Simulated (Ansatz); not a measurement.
An Ansatz (an electronic-structure program) run: CsSnI3 with a change (biaxial strain +2.40 %, plane normal [001], relaxed out of plane); PBEsol/PAW in Ansatz, scalar-relativistic without spin-orbit coupling.

Input:

Ansatz 0.2 input:
```yaml
crystal:
  lattice:
    - [6.2776492174, 0, 0]
    - [0, 6.2776492174, 0]
    - [0, 0, 6.0569506121]
  atoms:
    - { symbol: Cs, position: [0, 0, 0] }
    - { symbol: Sn, position: [0.5, 0.5, 0.5] }
    - { symbol: I, position: [0.5, 0, 0.5] }
    - { symbol: I, position: [0, 0.5, 0.5] }
    - { symbol: I, position: [0.5, 0.5, 0] }
basis: { ecutwfc: 420, ecutrho_ratio: 4, xc_grid: 2, fft_grid_basis: typed }
kpoints: { mp_grid: { grid: [8, 8, 8] } }
hamiltonian:
  xc: pbesol
  dispersion: none
  pseudopotentials: { kind: paw }
scf: { occupations: { method: fermi_dirac, width: 0.05 } }
relax: { f_tol: 0.005, max_steps: 50, cell: { stress_tol: 0.01, fix: [a, b, gamma] } }
output: { forces: true, stress: true }
checkpoint: { write: state.ck, write_every: 1000 }
```

Output (explanatory and most iteration lines left out):

```
Relaxation: its limit of steps is 50 (relax.max_steps)
Pseudopotential: Cs, paw, valence charge 9
Pseudopotential: Sn, paw, valence charge 14
Pseudopotential: I, paw, valence charge 17
Crystal: 5 atoms, lattice volume = 238.698 Å³
Basis set: ecut = 420 eV, 4665 PW (Γ), exchange–correlation on 90×90×90 points (8 copies of the dense FFT grid, shifted against one another)
Bands: 45, of which v1, the nominal top of the filled ones, is band 37 counted from 1 (36 counted from 0)
Symmetry: 16 space group operations
Space group: P4/mmm (ITA 123), of the structure as read, at distance tolerance 6.2e-5 Å
k-points: 75 of 512
Functional: x = pbesol(κ = 0.804, μ = 0.12345679012345678), c = pbesol(β = 0.046)
SCF iter   1: F=—  HF=-33837.047400 eV  |F-HF|=—  |Δ(HF+E_count)|=         —  Δρ=1.68e-3  dr2=8.95e-3  ethr=1.77e-3  ⟨swp⟩=10.1  Hψ=16337  notcnv=0  defer=37
SCF iter   2: F=—  HF=-33837.043777 eV  |F-HF|=—  |Δ(HF+E_count)|=   3.62e-3  Δρ=1.07e-3  dr2=2.55e-3  ethr=1.21e-5  ⟨swp⟩=2.1  Hψ=6982  notcnv=0  defer=89
SCF 1 converged in 7 iterations: F = -33837.044117 eV  dr2 = 1.89e-8
relax step   1: F+E_penalty+E_count = -33837.04411654 eV  Δ(F+E_penalty+E_count) = +0.000e0 eV  max|allowed force component| = 5.735e-29 eV/Å  Δτ_max = 0.0000 Å  P = -0.535 GPa  Ω = 238.698 Å³  fix = [a, b, gamma]  reactions: a -0.968, b -0.968 GPa  (7 SCF iters, dr2 threshold 1.00e-7 eV, accepted)
[... steps on the carried basis left out ...]
relax step   3: F+E_penalty+E_count = -33837.04571190 eV  Δ(F+E_penalty+E_count) = -3.088e-4 eV  max|allowed force component| = 2.666e-29 eV/Å  Δτ_max = 0.0000 Å  P = -0.660 GPa  Ω = 240.391 Å³  energy of the carried Pulay correction = -1.647e-4 eV  fix = [a, b, gamma]  reactions: a -0.992, b -0.992 GPa  (5 SCF iters, dr2 threshold 5.83e-8 eV, accepted)
Crystal: 5 atoms, lattice volume = 240.391 Å³
SCF iter   1: F=—  HF=-33837.042794 eV  |F-HF|=—  |Δ(HF+E_count)|=         —  Δρ=1.90e-4  dr2=2.86e-6  ethr=3.57e-7  ⟨swp⟩=3.5  Hψ=25532  notcnv=0
SCF iter   2: F=—  HF=-33837.045103 eV  |F-HF|=—  |Δ(HF+E_count)|=   2.31e-3  Δρ=9.55e-5  dr2=4.87e-7  ethr=3.87e-9  ⟨swp⟩=2.6  Hψ=5133  notcnv=0
SCF 4 converged in 8 iterations: F = -33837.045876 eV  dr2 = 5.51e-13
SCF converged after 8 iterations
Free energy (F): -33837.045876 eV
Internal energy: -33837.045585 eV  (E = F + TS)
E sigma→0 (E₀):  -33837.045731 eV
Entropy (-TS):   -0.000291 eV (-0.058 meV/atom)
Fermi energy:    5.174279 eV
--- Forces (eV/Å), atoms counted from 1 ---
  atom   1  Cs    -0.00000000     0.00000000     0.00000000
  atom   2  Sn     0.00000000    -0.00000000     0.00000000
  atom   3  I      0.00000000     0.00000000     0.00000000
  atom   4  I      0.00000000    -0.00000000     0.00000000
  atom   5  I      0.00000000    -0.00000000     0.00000000
--- Stress (GPa, compression-positive) ---
       -0.992685       0.000000       0.000000
        0.000000      -0.992685       0.000000
        0.000000       0.000000       0.005672
  P = ⅓ Tr σ = -0.6599 GPa (-6.599 kbar)
--- Relaxed structure (3 steps of the walk, 3 accepted, 1 SCFs on fresh bases) ---
  cell:  # Å, volume = 240.3912 Å³
    - [6.2776492174, 0.0, 0.0]
    - [0.0, 6.2776492174, 0.0]
    - [0.0, 0.0, 6.099925430000948]
  atoms:
    - { symbol: Cs, position: [8.14915143965034e-37, 9.88683814458795e-38, 0.0] }
    - { symbol: Sn, position: [0.5, 0.5, 0.49999999999999994] }
    - { symbol: I, position: [0.5, -3.595213869744617e-38, 0.49999999999999994] }
    - { symbol: I, position: [-9.826917915350815e-37, 0.5, 0.49999999999999994] }
    - { symbol: I, position: [0.5, 0.5, 0.0] }
```

With I present, leaving out spin-orbit coupling can change the band edges. Stability against distortions was not tested. The cell was made from CsSnI₃ in the cubic perovskite structure (space group Pm-3m, No. 221) by this change: biaxial strain +2.40 %, plane normal [001], relaxed out of plane. Many cubic perovskites are stable only at high temperature; tilts and polar distortions were not tested.
